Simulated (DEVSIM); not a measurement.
System: Si n-p junction from an implanted or diffused profile, at 350 K.

| layer (left to right) | material | thickness (μm) | Na (cm⁻³) | τn (s) | τp (s) |
|---|---|---|---|---|---|
| 1 | Si | 120 | 1.3e16 | 1.8e-6 | 1.8e-6 |

Added donor profile: 5.7e18 cm⁻³ × exp(−(x − 0.023 μm)²/(2·(0.085 μm)²)). Left contact: ohmic. Right contact: ohmic. Voltage is applied to the left contact. Recombination: SRH at mid-gap. Mobility is μmin + (μ − μmin)/(1 + (N/Nref)^α).

The device is made up for the run: typed textbook-type constants, with dimensions and the other settings drawn at random. Values at 300 K; Nc and Nv go as T^1.5, mobilities as T to minus their exponent, the gap by Varshni's rule with the affinity fixed. The table also holds parameters that only a changed run uses.

| parameter | Si |
|---|---|
| gap (eV) | 1.124 |
| affinity (eV) | 4.05 |
| permittivity | 11.7 |
| Nc (cm⁻³) | 2.86e19 |
| Nv (cm⁻³) | 3.1e19 |
| μn (cm²/Vs) | 1417 |
| μp (cm²/Vs) | 470 |
| μn,min | 52 |
| μp,min | 45 |
| Nref,n | 9.7e16 |
| Nref,p | 2.2e17 |
| αn | 0.68 |
| αp | 0.72 |
| T exponent of μn | 2.3 |
| T exponent of μp | 2.2 |
| Cn (cm⁶/s) | 2.8e-31 |
| Cp (cm⁶/s) | 9.9e-32 |
| Varshni α (eV/K) | 0.000473 |
| Varshni β (K) | 636 |

Simulated with DEVSIM: 1D drift-diffusion, Boltzmann statistics, complete ionisation; no tunnelling, impact ionisation, image-force lowering or self-heating.

Base results: dark forward voltage at 1 A/cm² (V) 0.576; potential step across the device at zero bias (V) 0.812; dark forward voltage at 100 A/cm² (V) 0.932.

Task: What follows from this one change: thickness of layer 1 120 → 42 μm?

Result: dark forward voltage at 1 A/cm² 0.576 → 0.551 V; potential step across the device at zero bias little changed (0.812 V); dark forward voltage at 100 A/cm² 0.932 → 0.753 V.

Task: What follows from this one change: peak of the profile 5.7e+18 → 1.1e+18 cm^-3?

Result: dark forward voltage at 1 A/cm² 0.576 → 0.561 V; potential step across the device at zero bias 0.812 → 0.762 V; dark forward voltage at 100 A/cm² 0.932 → 1.055 V.

Task: What follows from this one change: doping Na of layer 1 1.3e+16 → 3.9e+15 cm^-3?

Result: dark forward voltage at 1 A/cm² 0.576 → 0.553 V; potential step across the device at zero bias 0.812 → 0.776 V; dark forward voltage at 100 A/cm² 0.932 → 0.981 V.

Task: What follows from this one change: minority lifetime in layer 1 1.8e-06 → 5.4e-08 s?

Result: dark forward voltage at 1 A/cm² 0.576 → 0.540 V; potential step across the device at zero bias little changed (0.812 V); dark forward voltage at 100 A/cm² 0.932 → 1.023 V.

Task: What follows from this one change: temperature 350 → 500 K?

Result: dark forward voltage at 1 A/cm² 0.576 → 0.274 V; potential step across the device at zero bias 0.812 → 0.593 V; dark forward voltage at 100 A/cm² 0.932 → 0.956 V.
